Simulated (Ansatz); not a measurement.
**TiGeO3 (R-3, No. 148; start mp-780260): smallest direct gap on the k points sampled by level of theory**

No measured value is used here.

| level (code) | value (eV) |
|---|---|
| LDA (Ansatz) | 1.58 |
| PBEsol (Ansatz) | 1.59 |
| PBEsol+SOC (Ansatz) | 1.59 |

Computed values are for a static lattice. Spin–orbit coupling is included only where a level's name says +SOC; with heavier elements it mostly lowers gaps and can invert bands.  Values are at the PBE-D3(BJ) cell. Ansatz's density-functional and Hartree–Fock values are scalar-relativistic unless marked +SOC, with PAW data made under PBE.

A start named mp-… is a Materials Project structure, which can be a computed phase never made.

Ansatz is an electronic-structure program.
